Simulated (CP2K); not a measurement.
A self-consistent single point of K3I2Br (P-3m1, 6 atoms in the cell) with CP2K.

Method of the run: PBEsol, GPW, DZVP-MOLOPT-PBE-GTH basis, GTH-PBE potentials (POTENTIAL_UZH) (CP2K 2026.2).

The change in words: lattice scaled by 0.98. Reference geometry:
```
CELL_PARAMETERS angstrom
      4.89887     0.00000     0.00000
     -2.44943     4.24255     0.00000
      0.00000     0.00000    12.04285
ATOMIC_POSITIONS crystal
  K  0.00000 0.00000 0.50000
  K  0.33333 0.66667 0.15133
  K  0.66667 0.33333 0.84867
  I  0.33333 0.66667 0.67383
  I  0.66667 0.33333 0.32617
  Br 0.00000 0.00000 0.00000
```

Reference input (self-consistent single point, DFT PBEsol, GPW, DZVP-MOLOPT-PBE-GTH basis, GTH-PBE potentials (POTENTIAL_UZH)): CUTOFF = 500 Ry; REL_CUTOFF = 40 Ry; KPOINTS/SCHEME = MONKHORST-PACK 5 5 2; GAMMA_CENTERED = T; XC_FUNCTIONAL = PBE:PBESOL; K/BASIS_SET = DZVP-MOLOPT-PBE-GTH-q9; K/POTENTIAL = GTH-PBE-q9; I/BASIS_SET = DZVP-MOLOPT-PBE-GTH-q7; I/POTENTIAL = GTH-PBE-q7; Br/BASIS_SET = DZVP-MOLOPT-PBE-GTH-q7; Br/POTENTIAL = GTH-PBE-q7; METHOD = GPW. This run's input differs from it in these lines:

```diff
@@ -63,5 +63,5 @@
     &CELL
-      A 4.89887000 0.00000000 0.00000000
-      B -2.44943500 4.24254600 0.00000000
-      C 0.00000000 0.00000000 12.04285000
+      A 4.80089300 0.00000000 0.00000000
+      B -2.40044600 4.15769500 0.00000000
+      C 0.00000000 0.00000000 11.80199300
       PERIODIC XYZ
```

Log, with long lists cut:

```
 SCF WAVEFUNCTION OPTIMIZATION

  Step     Update method      Time    Convergence         Total energy    Change
     1 NoMix/Diag. 0.20E+00      -     0.55751841      -121.2544082703 -1.21E+02
     2 Broy./Diag. 0.20E+00      -     0.00893496      -120.7424918859  5.12E-01
     3 Broy./Diag. 0.20E+00      -     0.04300875      -120.9352950276 -1.93E-01
     4 Broy./Diag. 0.20E+00      -     0.00352904      -121.1503710848 -2.15E-01
     5 Broy./Diag. 0.20E+00      -     0.00643648      -121.1915861831 -4.12E-02
     6 Broy./Diag. 0.20E+00      -     0.00025141      -121.1922604692 -6.74E-04
   [... 11 lines left out ...]
    18 Broy./Diag. 0.20E+00      -     0.00000024      -121.1863329943  1.30E-06
    19 Broy./Diag. 0.20E+00      -     0.00000029      -121.1863326034  3.91E-07
    20 Broy./Diag. 0.20E+00      -     0.00000021      -121.1863326215 -1.81E-08
    21 Broy./Diag. 0.20E+00      -     0.00000007      -121.1863321697  4.52E-07
  *** SCF run converged in    21 steps ***

  Overlap energy of the core charge distribution:               0.00000000000000
  Self energy of the core charge distribution:               -258.19733450984637
  Core Hamiltonian energy:                                     58.39603887948343
  Hartree energy:                                              98.60668379842566
  Exchange-correlation energy:                                -19.99172033773286

  Total energy:                                              -121.18633216967014

 ENERGY| Total FORCE_EVAL ( QS ) energy [hartree]           -121.186332586070108

 FORCES| Atomic forces [hartree/bohr]
 FORCES|   Atom     x               y               z               |f|
 FORCES|      1  4.88823074E-15  2.88021556E-10  3.05121065E-10   4.19589420E-10
   [... lines left out ...]

 STRESS| Analytical stress tensor [bar]
 STRESS|                        x                   y                   z
 STRESS|      x        4.79405205518E+03  -1.63495941393E-01   4.59629565224E-03
 STRESS|      y       -1.63495941393E-01   4.79389553101E+03   4.31641097945E-03
 STRESS|      z        4.59629565224E-03   4.31641097945E-03   4.33526175982E+03
 STRESS| 1/3 Trace                                             4.64106978200E+03
```

The run converged in 21 iterations. Against the reference run the free energy hardly moves (within 1 meV/atom), the pressure goes from -0.38 to 0.46 GPa, the largest force goes from 0.043 to 0.028 eV/Å and the gap on the mesh goes from 3.520 to 3.667 eV.

The starting cell comes from a database of computed structures (which also holds hypothetical and non-ambient phases and stackings), without a prior relaxation at this level. For this run, on top of that: lattice scaled by 0.98. Spin-orbit coupling is off. Values carry the incompleteness of an atom-centred basis. The potentials were made for another functional than the one used.

Cost on one core of a shared machine: roughly 30 s.
